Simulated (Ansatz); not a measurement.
CdSe: response to strain

Take CdSe in the zinc blende structure (space group F-43m, No. 216; a = 6.082 Å) as the base.

Strains are applied to the cell and any free atomic positions relax.

The values are results of PBEsol (Ansatz, a quantum-chemistry and plane-wave program; PAW; 420 eV plane waves; no SOC), not measurements.

Notes on the quantities. energy relative to the base: free energy F.

| case | pressure | band gap | energy relative to the base |
|---|---|---|---|
| base | 0.00 GPa | 0.48 eV | 0 meV/atom |
| isotropic strain −3.00 % | 5.90 GPa | 0.66 eV | +42 meV/atom |
| isotropic strain −2.50 % | 4.73 GPa | 0.63 eV | +28 meV/atom |
| isotropic strain −2.00 % | 3.64 GPa | 0.60 eV | +18 meV/atom |
| isotropic strain −1.50 % | 2.63 GPa | 0.57 eV | +9.8 meV/atom |
| isotropic strain −0.50 % | 0.81 GPa | 0.51 eV | +1.1 meV/atom |
| isotropic strain +0.50 % | -0.75 GPa | 0.45 eV | +1.0 meV/atom |
| isotropic strain +1.00 % | -1.45 GPa | 0.42 eV | +3.9 meV/atom |
| isotropic strain +1.50 % | -2.09 GPa | 0.39 eV | +8.7 meV/atom |
| isotropic strain +3.00 % | -3.75 GPa | 0.31 eV | +33 meV/atom |

Whether these cells are dynamically stable was not tested.
